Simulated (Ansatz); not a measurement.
Base system: ZrC in the rock salt structure (space group Fm-3m, No. 225; relaxed with 0.1 eV smearing).

```
CELL_PARAMETERS angstrom
      0.00000     2.33454     2.33454
      2.33454     0.00000     2.33454
      2.33454     2.33454     0.00000
ATOMIC_POSITIONS crystal
  Zr 0.00000 0.00000 0.00000
  C  0.50000 0.50000 0.50000
```

Cartesian axes are those of the cell as printed.

Calculations: PBEsol/PAW in Ansatz (a first-principles code), no SOC.

Before the change:

| Item | Value |
|---|---|
| Shortest interatomic distance | 2.335 Å |

Perturbation: compressive biaxial strain of 1.25 % in the plane normal to [111], as in epitaxy on a mismatched substrate; the out-of-plane cell vector and the atoms relax.

**Question.** Predict the new ratio −ε⊥/ε∥.

**Answer.** The ratio −ε⊥/ε∥ comes out as 0.60.

**Question.** Predict the new energy relative to the base.

**Answer.** The energy increases by 6.3 meV/atom.

**Question.** Predict the new in-plane stress.

**Answer.** The mean in-plane stress (compression positive) is +6.5 GPa.

**Question.** What happens to the shortest interatomic distance?

**Answer.** The shortest interatomic distance drops by 0.014 Å to 2.321 Å.

No phonon test of stability was made. The final runs are not spin-polarised.
